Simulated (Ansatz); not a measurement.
Output of an Ansatz run (abridged):

```
WARN the atoms were moved onto the symmetric positions of the space group found under crystal.symmetry.tolerance 1.0e-5 (fractional …
WARN ansatz: RAYON_NUM_THREADS=1 ignored (pool sized by the plan → 1); use --threads N
Pseudopotentials: kind: paw
Pseudopotential: Ti, paw, valence charge 12
Pseudopotential: Al, paw, valence charge 3
Crystal: 2 atoms, lattice volume = 33.307 Å³
Basis set: ecut = 420 eV, 663 PW (Γ), exchange–correlation on 40×40×64 points (8 copies of the dense FFT grid, shifted against one another)
Bands: 12, of which v1, the nominal top of the filled ones, is band 8 counted from 1 (7 counted from 0)
Symmetry: 12 space group operations
Space group: P-6m2 (ITA 187), of the structure as read, at distance tolerance 3.2e-5 Å
k-points: 64 of 726 (time reversal used)
PAW frozen core: Ti, regenerated for the run's functional, and the local potential with it
PAW frozen core: Al, regenerated for the run's functional, and the local potential with it
Initial density: superposition of atomic densities (neutral atoms: chi_scale 0, normalization atom), corrected by the library's trained network
Initial wavefunctions: pseudopotential atomic-orbital guess
Eigensolver: davidson
Functional: x = pbesol(κ = 0.804, μ = 0.12345679012345678), c = pbesol(β = 0.046)
SCF iter   1: F=—  HF=-2998.943279 eV  |F-HF|=—  |Δ(HF+E_count)|=         —  Δρ=9.92e-3  dr2=4.93e-2  ethr=1.77e-3  ⟨swp⟩=5.0  Hψ=3941  notcnv=0
all-band conjugate gradients solve this SCF's bands
preconditioner: auto → none
SCF iter   2: F=—  HF=-2998.938146 eV  |F-HF|=—  |Δ(HF+E_count)|=   5.13e-3  S|Δr|=    0.00e0  Δρ=6.32e-3  dr2=2.45e-2  ethr=3.29e-4  ⟨swp⟩=1.5  Hψ=1329  notcnv=0
SCF iter   3: F=—  HF=-2998.934331 eV  |F-HF|=—  |Δ(HF+E_count)|=   3.82e-3  S|Δr|=    0.00e0  Δρ=1.24e-3  dr2=1.24e-3  ethr=1.63e-4  ⟨swp⟩=2.1  Hψ=1054  notcnv=0
SCF iter   4: F=—  HF=-2998.934013 eV  |F-HF|=—  |Δ(HF+E_count)|=   3.19e-4  S|Δr|=    0.00e0  Δρ=3.19e-4  dr2=1.27e-5  ethr=8.28e-6  ⟨swp⟩=2.2  Hψ=997  notcnv=0
SCF iter   5: F=—  HF=-2998.933988 eV  |F-HF|=—  |Δ(HF+E_count)|=   2.41e-5  S|Δr|=    0.00e0  Δρ=3.93e-5  dr2=6.45e-7  ethr=8.47e-8  ⟨swp⟩=2.2  Hψ=1167  notcnv=0
SCF iter   6: F=-2998.933988 eV  HF=-2998.933988 eV  |F-HF|=1.41e-8  |Δ(HF+E_count)|=   4.34e-9  S|Δr|=    0.00e0  Δρ=7.43e-6  dr2=2.03e-8  ethr=6.67e-10  ⟨swp⟩=5.6  Hψ=3262  notcnv=0
SCF 1 converged in 6 iterations: F = -2998.933988 eV  dr2 = 2.03e-8
SCF converged after 6 iterations
Stability not checked (fill_not_monotonic)
Free energy (F): -2998.933988 eV
Harris-Foulkes:  -2998.933988 eV  (|F-HF|=1.41e-8)
Internal energy: -2998.935594 eV  (E = F + TS)
E sigma→0 (E₀):  -2998.934524 eV
Entropy (-TS):   0.001606 eV (0.803 meV/atom)
Fermi energy:    10.319922 eV
--- Per-component energies (eV) ---
  E_band       = -170.047586
  E_kinetic    = 295.161981
  E_local      = -1157.133540  (includes V_loc(G=0)·N_el)
  E_nonlocal   = 19.896612
  E_hartree    = 498.479745
  E_xc         = -136.200679
  E_vxc        = -150.780552  (∫ρ·V_xc dr)
  E_paw        = -1477.314119  (= ΣΔE_a)
  E_vpaw       = -174.147249  (= ΣTr[D̂ρ^β])
  E_aug_tail   = 0.000105  (compensation charges beyond the density's cutoff)
  E_ewald      = -1041.984223
  E_core_change = 0.158523  (= ΣΔE_core)
  E_smearing   = 0.001606  (= −TS)
  E_closure    = 0.000000  (closes the sum)
  Σ components = -2998.933988   (vs F -2998.933988, Δ=0.00e0)
--- Forces (eV/Å), atoms counted from 1 ---
  atom   1  Ti     0.00000000    -0.00000000     0.00000000
  atom   2  Al    -0.00000000     0.00000000     0.00000000
  max |Σ_I F_I| component: 4.39e-17 eV/Å
--- Stress (GPa, compression-positive) ---
       -2.364194       0.000000      -0.000000
       -0.000000      -2.364194      -0.000000
       -0.000000      -0.000000      -4.037866
  P = ⅓ Tr σ = -2.9221 GPa (-29.221 kbar)
  The stress holds the Pulay correction. Without it, at fixed plane waves, as pw.x and ABINIT print it: P = -2.9572 GPa
--- Band table (eV; the first three rows and the last of 64) ---
  k-point 0: bands = ["-45.9158", "-22.3479", "-21.9256", "-21.9256", "1.4549", "8.0452", "8.5391", "11.6236", "11.6236", "13.1161", "13.1161", "14.2598"]
  k-point 1: bands = ["-45.9158", "-22.3491", "-21.9256", "-21.9256", "1.6254", "6.9329", "9.3003", "11.6267", "11.6267", "13.0972", "13.0972", "14.8274"]
  k-point 2: bands = ["-45.9157", "-22.3513", "-21.9256", "-21.9256", "2.0552", "5.6812", "9.7815", "11.6330", "11.6330", "13.0600", "13.0600", "16.1803"]
  k-point 63: bands = ["-45.8075", "-22.3858", "-22.2712", "-22.2434", "7.8600", "8.6331", "9.6211", "10.0454", "10.3598", "11.5783", "13.6121", "14.9665"]
```

The structure:

```xyz
2
Lattice="2.8673 0.0000 0.0000 -1.4336 2.4831 0.0000 0.0000 0.0000 4.6781" Properties=species:S:1:pos:R:3 pbc="T T T"
Ti     0.0000     0.0000     0.0000
Al     0.0000     1.6554     2.3390
```

Problem. Reconstruct the input of this run.

Solution. Other spellings and defaults could give the same log, and not every line can be read from it. The input that was run (DFT, PBEsol, plane waves, default PAW files made with PBE):

Ansatz 0.2 input:
```yaml
crystal:
  lattice:
    - [2.867260, 0.000000, 0.000000]
    - [-1.433630, 2.483120, 0.000000]
    - [0.000000, 0.000000, 4.678080]
  atoms:
    - { symbol: Ti, position_ang: [0.000000, 0.000000, 0.000000] }
    - { symbol: Al, position_ang: [-0.000001, 1.655414, 2.339040] }
basis:
  ecutwfc: 420.0 eV
kpoints:
  mp_grid: { grid: [11, 11, 6] }
hamiltonian:
  xc: pbesol
  pseudopotentials: { kind: paw }
scf:
  occupations: { method: cold, width: 0.1 eV }
output:
  forces: true
  eigenvalues: true
  stress: true
```

The starting cell comes from a database of computed structures (which also holds hypothetical and non-ambient phases and stackings), without a prior relaxation at this level. Spin polarisation is off. Ansatz's pressure includes its estimate of the finite-basis (Pulay) stress.

Ansatz is a program for electronic structure.
